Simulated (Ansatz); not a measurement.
ScGeO₃ (model structure, started from the PbTiO3 type, P4mm, No. 99, 5 atoms in the cell): properties by level of theory

| level (code) | equilibrium lattice constant a (Å) | c axis length (Å) | bulk modulus (GPa) | cohesive energy (eV/atom) |
|---|---|---|---|---|
| LDA (Ansatz) | 3.554 | 4.905 | 101 | 6.41 |
| PBEsol (Ansatz) | 3.598 | 4.963 | 89.4 | 5.76 |
| r²SCAN (Ansatz) | 3.615 | 4.981 | 89.7 | 5.31 |

Caveats: the bulk modulus is −V dP/dV from two relaxed cells at ±2 % in volume (LDA, PBEsol, r²SCAN). Ansatz's density-functional and Hartree–Fock values are scalar-relativistic unless marked +SOC, with PAW data made under PBE.

Free atoms are spin-polarised, in the lowest state found; at levels without +SOC their spin–orbit coupling is left out.

Static lattice: no zero-point or thermal effects.

A model structure was made by putting elements into a prototype or built by hand; it is no filed structure, need not be a known phase, and can be a saddle point held by its symmetry.

Ansatz is a quantum-chemistry and plane-wave program.
